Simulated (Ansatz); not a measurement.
The parent structure is MoSi₂ (space group I4/mmm, No. 139; a = 3.217 Å, c = 7.875 Å; relaxed with 0.1 eV smearing).

Computed with Ansatz (a quantum-chemistry and plane-wave program), PBE, PAW, cutoff 420 eV, no spin-orbit coupling.

Strains are applied to the cell and any free atomic positions relax.

One change was made to it. Results:

| quantity | base | after |
|---|---|---|
| energy relative to the base (free energy F) | 0 meV/atom | +17 meV/atom |
| pressure (mean of the normal stresses, compression positive) | 0.0 GPa | -8.3 GPa |

Name the change that was made.
(A) isotropic strain +1.50 %
(B) isotropic strain +1.00 %
(C) isotropic strain −1.50 %
(D) isotropic strain −2.00 %
(E) isotropic strain +3.00 %

A, isotropic strain +1.50 %. For comparison, the energy relative to the base in the other runs: isotropic strain −1.50 % gives +19 meV/atom; isotropic strain −2.00 % gives +34 meV/atom; isotropic strain +3.00 % gives +63 meV/atom; isotropic strain +1.00 % gives +7.5 meV/atom.

Whether these cells are dynamically stable was not tested. All final runs are without spin polarisation.
